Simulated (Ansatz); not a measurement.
Worked example: self-consistent single point of CoAl (Pm-3m, 2 atoms in the cell) in Ansatz (a first-principles code)

Level of theory: PBE (plane waves, PAW; Ansatz).

Input as run:

Ansatz 0.2 input:
```yaml
# CoAl
crystal:
  lattice:
    - [2.906904, 0.000000, 0.000000]
    - [0.000000, 2.906904, 0.000000]
    - [0.000000, 0.000000, 2.906904]
  atoms:
    - { symbol: Al, position: [0.500000, 0.500000, 0.500000] }
    - { symbol: Co, position: [0.000000, 0.000000, 0.000000] }
basis:
  ecutwfc: 420.0
kpoints:
  mp_grid: { grid: [15, 15, 15] }
hamiltonian:
  xc: pbe
  pseudopotentials: { kind: paw }
scf:
  occupations: { method: fermi_dirac, width: 0.05 }
output:
  forces: true
  eigenvalues: true
  stress: true
```

Output, abridged:

```
Pseudopotentials: kind: paw
Pseudopotential: Al, paw, valence charge 3
Pseudopotential: Co, paw, valence charge 17
Crystal: 2 atoms, lattice volume = 24.564 Å³
Basis set: ecut = 420 eV, 461 PW (Γ), exchange–correlation on 40×40×40 points (8 copies of the dense FFT grid, shifted against one another)
Bands: 14, of which v1, the nominal top of the filled ones, is band 10 counted from 1 (9 counted from 0)
Symmetry: 48 space group operations
Space group: Pm-3m (ITA 221), of the structure as read, at distance tolerance 2.9e-5 Å
k-points: 120 of 3375
Initial density: superposition of atomic densities (neutral atoms: chi_scale 0, normalization atom), corrected by the library's trained network
Initial wavefunctions: pseudopotential atomic-orbital guess
Eigensolver: davidson
Functional: x = pbe(κ = 0.804, μ = 0.2195149727645171), c = pbe(β = 0.06672455060314922)
SCF iter   1: F=—  HF=-5664.801531 eV  |F-HF|=—  |Δ(HF+E_count)|=         —  Δρ=6.62e-3  dr2=7.55e-3  ethr=1.77e-3  ⟨swp⟩=4.4  Hψ=7874  notcnv=0
all-band conjugate gradients solve this SCF's bands
preconditioner: auto → none
SCF iter   2: F=—  HF=-5664.801181 eV  |F-HF|=—  |Δ(HF+E_count)|=   3.50e-4  Δρ=3.72e-3  dr2=2.63e-3  ethr=3.78e-5  ⟨swp⟩=1.0  Hψ=2641  notcnv=0
SCF iter   3: F=—  HF=-5664.800959 eV  |F-HF|=—  |Δ(HF+E_count)|=   2.22e-4  Δρ=4.16e-4  dr2=3.22e-5  ethr=1.31e-5  ⟨swp⟩=1.0  Hψ=1684  notcnv=0
SCF iter   4: F=—  HF=-5664.800946 eV  |F-HF|=—  |Δ(HF+E_count)|=   1.31e-5  Δρ=1.13e-4  dr2=8.80e-7  ethr=1.61e-7  ⟨swp⟩=2.2  Hψ=2227  notcnv=0
iter 5 did not close the SCF: its close was put off for the readings that it lacked (scf_convergence_deferred on its scf_iter line)
SCF iter   5: F=-5664.800946 eV  HF=-5664.800947 eV  |F-HF|=8.08e-8  |Δ(HF+E_count)|=   3.16e-7  Δρ=2.63e-5  dr2=8.51e-8  ethr=4.40e-9  ⟨swp⟩=2.4  Hψ=2935  notcnv=0
SCF iter   6: F=-5664.800947 eV  HF=-5664.800947 eV  |F-HF|=8.28e-9  |Δ(HF+E_count)|=   7.48e-9  Δρ=8.80e-6  dr2=9.37e-9  ethr=4.26e-10  ⟨swp⟩=2.3  Hψ=5123  notcnv=0
SCF 1 converged in 6 iterations: F = -5664.800947 eV  dr2 = 9.37e-9
SCF converged after 6 iterations
Free energy (F): -5664.800947 eV
Harris-Foulkes:  -5664.800947 eV  (|F-HF|=8.28e-9)
Internal energy: -5664.793081 eV  (E = F + TS)
E sigma→0 (E₀):  -5664.797014 eV
Entropy (-TS):   -0.007866 eV (-3.933 meV/atom)
Fermi energy:    13.483116 eV
--- Per-component energies (eV) ---
  E_band       = -301.259106
  E_kinetic    = 480.482504
  E_local      = -3744.721128  (includes V_loc(G=0)·N_el)
  E_nonlocal   = 466.486854
  E_hartree    = 1614.276315
  E_xc         = -199.663913
  E_vxc        = -235.375413  (∫ρ·V_xc dr)
  E_paw        = -1984.886191  (= ΣΔE_a)
  E_vpaw       = -496.692208  (= ΣTr[D̂ρ^β])
  E_aug_tail   = 0.000061  (compensation charges beyond the density's cutoff)
  E_ewald      = -2296.767582
  E_smearing   = -0.007866  (= −TS)
  E_closure    = -0.000000  (closes the sum)
  Σ components = -5664.800947   (vs F -5664.800947, Δ=0.00e0)
--- Forces (eV/Å), atoms counted from 1 ---
  atom   1  Al     0.00000000    -0.00000000    -0.00000000
  atom   2  Co    -0.00000000    -0.00000000    -0.00000000
  max |Σ_I F_I| component: 1.76e-30 eV/Å
--- Stress (GPa, compression-positive) ---
       -9.059774       0.000000      -0.000000
        0.000000      -9.059774       0.000000
        0.000000       0.000000      -9.059774
  P = ⅓ Tr σ = -9.0598 GPa (-90.598 kbar)
  The stress holds the Pulay correction. Without it, at fixed plane waves, as pw.x and ABINIT print it: P = -9.1654 GPa
--- Band table (eV; the first three rows and the last of 120) ---
  k-point 0: bands = ["-81.1673", "-44.4610", "-44.4610", "-44.4610", "2.7835", "10.7710", "10.7710", "12.7181", "12.7181", "12.7181", "19.1357", "19.1357", "19.1357", "21.9480"]
  k-point 1: bands = ["-81.1672", "-44.4624", "-44.4609", "-44.4609", "2.8643", "10.7615", "10.7927", "12.6754", "12.6754", "12.7225", "18.3500", "19.2487", "19.2487", "21.9415"]
  k-point 2: bands = ["-81.1669", "-44.4665", "-44.4606", "-44.4606", "3.1058", "10.7116", "10.8546", "12.5594", "12.5594", "12.7350", "16.9756", "19.5761", "19.5761", "21.9220"]
  k-point 119: bands = ["-81.1607", "-44.4877", "-44.4876", "-44.4876", "9.7361", "9.8316", "9.8316", "13.2412", "13.2412", "15.3252", "15.8384", "15.8384", "17.0583", "18.6403"]
```

The run converged in 6 iterations.

The starting cell has typed, rounded lattice constants, without a prior relaxation at this level. Its lattice was rescaled by a random factor within 2.5 % of one. Spin polarisation is off. With a pressure of about -9 GPa the cell is away from its equilibrium volume at this level. Ansatz's pressure includes its estimate of the finite-basis (Pulay) stress.
